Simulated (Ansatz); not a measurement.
1T (CdI2-type) PtTe2, treated with rVV10 (Ansatz, an electronic-structure program, plane waves, PAW).

Run with plane-wave cutoff 520 eV, 18×18×12 k mesh (along the axes of the cell as run), Fermi–Dirac smearing 0.05 eV, scalar-relativistic PAW data made under PBE.

The cell is scaled about its equilibrium volume:

Shape and atoms are relaxed at each volume.

| V (Å³/atom) | P (GPa) | c (Å) | a (Å) |
|---|---|---|---|
| 25.504 | 2.31 | 5.255 | 4.100 |
| 26.035 | 1.06 | 5.332 | 4.113 |
| 26.567 | 0.01 | 5.411 | 4.124 |
| 27.098 | -0.84 | 5.494 | 4.133 |
| 27.629 | -1.50 | 5.587 | 4.139 |

Note: the bulk modulus comes from volumes at which shape and atoms were relaxed.
